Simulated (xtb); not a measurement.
xtb 6.7.1, GFN2-xTB: Ni(CO)4 triplet ([O+]#[C-]->[Ni](<-[C-]#[O+])(<-[C-]#[O+])<-[C-]#[O+]), charge 0, multiplicity 3, 9 atoms. The geometry is a generated start, not checked to be a minimum at this level.

method: GFN2-xTB
--acc: 1 (default)
--etemp (K): 300 (default)
detailed input (--input): none: ANC optimiser, Lindh (1995) Hessian, microcycle=20, maxdispl=1.0, hlow=0.01 (default)
basis functions: 42
valence electrons: 50

```xyz
9

Ni    -0.0005    -0.0045     0.0038
O      1.9346     1.4772    -1.6537
C      1.1920     0.9067    -1.0173
O      1.4384    -1.4148     2.1568
C      0.8834    -0.8753     1.3303
O     -1.4430    -1.9496    -1.6777
C     -0.8883    -1.2056    -1.0290
O     -1.9283     1.9013     1.1625
C     -1.1882     1.1646     0.7243
```

Charge 0 and multiplicity 3 are set for this test and not shown to be the ground state. GFN-xTB has no spin term: --uhf 2 sets the occupations alone.

The structure is relaxed from this start with --opt LEVEL for the levels crude, sloppy, loose, lax, normal, tight, vtight, extreme, once each. Up to the end of the extreme run atoms move by at most 1.4 Å along an axis.

Question: Choose the cheapest level whose final energy lies within 5 meV of that of extreme.

Answer: normal: 63 cycles against 74, ending 0.18 meV above.

```csv
level,cycles,energy above the extreme run (meV),gradient norm (eV/Å)
crude,11,140,0.45
sloppy,13,130,0.20
loose,13,130,0.20
lax,15,130,0.10
normal,63,0.18,0.041
tight,67,0.016,0.030
vtight,70,under 0.01,0.010
extreme,74,—,0.0011
```
